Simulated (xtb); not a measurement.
xtb 6.7.1, GFN2-xTB: Si(Me)3(OH) anion (C[Si](C)(C)O), charge -1, multiplicity 2, 15 atoms. The geometry is a generated start, not checked to be a minimum at this level.

```
Item                                                                                                           Result
------------------------  -------------------------------------------------------------------------------------------
method                                                                                                       GFN2-xTB
--acc                                                                                                     1 (default)
--etemp (K)                                                                                             300 (default)
detailed input (--input)  none: ANC optimiser, Lindh (1995) Hessian, microcycle=20, maxdispl=1.0, hlow=0.01 (default)
basis functions                                                                                                    36
valence electrons                                                                                                  33
```

```xyz
15

C     -0.2275     1.2451    -1.2966
Si    -0.1851     0.0863     0.2202
C     -0.9848    -1.5903    -0.1675
C      1.6212    -0.1186     0.7992
O     -1.1199     0.6847     1.4301
H      0.3295     0.8333    -2.1311
H      0.1994     2.2191    -1.0708
H     -1.2476     1.4066    -1.6327
H     -0.9782    -2.2375     0.7040
H     -0.4599    -2.1043    -0.9667
H     -2.0179    -1.4667    -0.4758
H      2.2375    -0.5744     0.0312
H      2.0736     0.8363     1.0509
H      1.6795    -0.7503     1.6816
H     -0.9199     1.5306     1.8242
```

Charge -1 and multiplicity 2 are set for this test and not shown to be the ground state. GFN-xTB has no spin term: --uhf 1 sets the occupations alone.

The structure is relaxed from this start with --opt LEVEL for the levels crude, sloppy, loose, lax, normal, tight, vtight, extreme, once each. Up to the end of the extreme run atoms move by at most 1.0 Å along an axis.

Problem. Which level is enough to come within 5 meV of the tightest end point?

Solution. normal: 61 cycles against 74, ending 0.32 meV above.

```csv
level,cycles,energy above the extreme run (meV),gradient norm (eV/Å)
crude,8,400,0.23
sloppy,8,400,0.23
loose,9,400,0.16
lax,12,400,0.10
normal,61,0.32,0.026
tight,67,0.033,0.024
vtight,72,under 0.01,0.0029
extreme,74,—,0.0016
```
